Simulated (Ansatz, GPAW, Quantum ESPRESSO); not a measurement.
# Code comparison for MoS2 (P-6m2, 3 atoms in the cell)

Self-consistent single point.

```xyz
3
Lattice="3.1450 0.0000 0.0000 -1.5725 2.7236 0.0000 0.0000 0.0000 17.1214" Properties=species:S:1:pos:R:3 pbc="T T T"
Mo     0.0000     0.0000     0.0000
S      0.0000     1.8157     1.5322
S      0.0000     1.8157    15.5892
```

Shared settings, as Ansatz (a program for electronic structure) writes them: kpoints.mp_grid.grid = 7 7 1; scf.occupations.method = fixed. Potentials and cutoffs stand in the table.

```csv
code,model,pressure (GPa),largest force (eV/Å),cutoff
Quantum ESPRESSO,"LDA (PW92), PseudoDojo standard norm-conserving (LDA) pseudopotentials",-0.06,0.249,80 Ry
Ansatz,"LDA (PW92), PAW files made with PBE",-0.10,0.240,30.9 Ry
GPAW,"LDA (Perdew-Wang 92), GPAW PAW datasets LDA (gpaw-data 1.0.1)",-0.29,0.183,600 eV
```

On Ansatz's run: spin polarisation is off.

The spread over the programs that give each value: pressure within 0.23 GPa; largest force within 0.066 eV/Å.

Ansatz's pressure is given at a fixed set of plane waves, as the other plane-wave codes print theirs.

This mesh misses zone-boundary points where a band edge of such crystals can lie, so no gaps are given.

On the base mesh (6 6 1) the same programs gave: Ansatz pressure -0.09 GPa; Quantum ESPRESSO pressure -0.05 GPa; GPAW pressure -0.28 GPa.

The starting cell comes from a database of computed structures (which also holds hypothetical and non-ambient phases and stackings), without a prior relaxation at this level. Its lattice was rescaled by a random factor within 2.5 % of one.

Left out of this page: CP2K (on another mesh).

Keys are those of Ansatz 0.2.
